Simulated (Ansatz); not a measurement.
```yaml
crystal:
  lattice:
    - [0.00000, 3.19692, 3.19692]
    - [3.19692, 0.00000, 3.19692]
    - [3.19692, 3.19692, 0.00000]
  atoms:
    - { symbol: Cd, position: [0.00000, 0.00000, 0.00000] }
    - { symbol: Te, position: [0.25000, 0.25000, 0.25000] }
```

No spin polarisation.

Calculations: r2SCAN, PAW, 500 eV (Ansatz, a quantum-chemistry and plane-wave program; no SOC). Γ-centred 9×9×9 mesh, Fermi–Dirac width 0.05 eV.

### Question
Predict the gap character and pressure.

### Answer
```json
{
  "gap_character": "direct at Γ",
  "pressure": "3.65 GPa"
}
```

Spin-orbit coupling, missing from the scalar runs, can matter with Te. The cells carry an imposed strain or load. Stability against distortions was not tested. The cell was made from CdTe in the zinc blende structure (space group F-43m, No. 216) by this change: isotropic strain −2.50 %.
